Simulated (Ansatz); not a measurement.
Functionals compared on the (211) surface of beta tin in its 1x1 cell, outermost plane spacing 0.51 Å in the ideal cut, in Ansatz (plane waves, PAW). The structure was relaxed with PBE; the other rows are single points on it, each with its references at the same level. Cutoff 420 eV (500 eV for r2SCAN).

Slab: 12 atoms, 10.8 Å thick at the start; k 9x6x1, smearing 0.1 eV, dipole-corrected; all atoms relaxed; symmetry of the start imposed; no spin, no spin-orbit, no U. These notes are the PBE run's.

```tsv
functional	surface energy (J/m²)	work function of the top face (eV)	rough cost of the single point
PBE	0.39	4.11	–
LDA	0.59	4.37	around 3.0 core-minutes (rough)
PBEsol	0.53	4.19	roughly 3 core-minutes
RPBE	0.29	4.00	roughly 3 core-minutes
r2SCAN	0.47	4.25	around 6 core-minutes (rough)
```

Ansatz is a quantum-chemistry and plane-wave program.
